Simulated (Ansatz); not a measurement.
The reference is ZrB₂ (space group P6/mmm, No. 191; a = 3.1714 Å, c = 3.5413 Å).

Level of theory: PBE, PAW, 420 eV (Ansatz, a program for electronic structure; without spin-orbit coupling).

One change was made to it. Results:

The lattice parameter a falls by 0.0557 Å, from 3.171 Å to 3.116 Å; the band gap stays zero.

**Question.** Name the change that was made.
A. pressure 7 GPa
B. pressure 75 GPa
C. pressure 15 GPa

**Answer.** C, pressure 15 GPa. For comparison, the lattice parameter a in the other runs: pressure 75 GPa gives 2.965 Å; pressure 7 GPa gives 3.144 Å.

Load acts through the strain it causes; cell and atoms are relaxed under it. Whether these cells are dynamically stable was not tested. No other phases were tried under pressure. All final runs are without spin polarisation.
